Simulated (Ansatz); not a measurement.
Start from Zr in the hcp (Mg type) structure (space group P6_3/mmc, No. 194; a = 3.244 Å, c = 5.158 Å; relaxed with 0.1 eV smearing). Axes: x lies along a and z along c of the hexagonal cell.

Method: r2SCAN (Ansatz, a program for electronic structure), scalar-relativistic without spin-orbit coupling.

Base values:

| Quantity | Result |
|---|---|
| Shortest interatomic distance | 3.187 Å |

It is then changed as follows: the cell is compressed by 1.00 % along x with no lateral relaxation; the atoms relax in the strained cell.

What does the calculation give for the shortest interatomic distance, energy relative to the base and largest internal atomic displacement after the change?

The shortest interatomic distance shrinks by 0.013 Å (3.187 Å → 3.174 Å); the energy grows by 1.1 meV/atom; the largest internal atomic displacement is 0.011 Å.

Whether these cells are dynamically stable was not tested. All final runs are without spin polarisation.
